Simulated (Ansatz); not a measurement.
The starting structures come from a database of crystals and need not be the phases stable at ambient conditions.

By LDA and PBEsol, the system below comes out a metal.

Here is the system:

```xyz
2
Lattice="2.7310 0.0000 0.0000 0.0000 4.4285 0.0000 1.3655 0.0000 2.3651" Properties=species:S:1:pos:R:3 pbc="T T T"
Rh     2.7310     1.1071     1.5767
Rh     1.3655     3.3214     0.7884
```

Space group of this cell: P6_3/mmc, hcp (Mg type). The cell is taken as given; by PBEsol its mean pressure is -13.7 GPa.

The current runs along the normal of the first two printed vectors, the (100) plane. All runs by Ansatz (a program for electronic structure), plane waves and PAW, without spin-orbit coupling; the base is PBEsol.

```json
[
 {"run": "base", "mean pressure (GPa)": "-13.7", "G/A, both spins (10¹⁵ S/m²)": "1.64"},
 {"run": "all lengths scaled by 0.98", "mean pressure (GPa)": "2.0", "G/A, both spins (10¹⁵ S/m²)": "1.70"},
 {"run": "all lengths scaled by 1.02", "mean pressure (GPa)": "-24.7", "G/A, both spins (10¹⁵ S/m²)": "?"},
 {"run": "lda in place of pbesol", "mean pressure (GPa)": "-19.4", "G/A, both spins (10¹⁵ S/m²)": "1.64"},
 {"run": "lengths across the current scaled by 0.98, ions clamped", "mean pressure (GPa)": "-3.6", "G/A, both spins (10¹⁵ S/m²)": "?"},
 {"run": "lengths across the current scaled by 1.02, ions clamped", "mean pressure (GPa)": "-21.4", "G/A, both spins (10¹⁵ S/m²)": "?"},
 {"run": "lengths along the current scaled by 0.97, ions clamped", "mean pressure (GPa)": "-6.2", "G/A, both spins (10¹⁵ S/m²)": "1.71"},
 {"run": "lengths along the current scaled by 1.03, ions clamped", "mean pressure (GPa)": "-19.4", "G/A, both spins (10¹⁵ S/m²)": "1.60"}
]
```

### Question
Some entries are withheld; supply them.

### Answer

- all lengths scaled by 1.02, G/A, both spins (10¹⁵ S/m²): 1.58
- lengths across the current scaled by 0.98, ions clamped, G/A, both spins (10¹⁵ S/m²): 1.68
- lengths across the current scaled by 1.02, ions clamped, G/A, both spins (10¹⁵ S/m²): 1.61
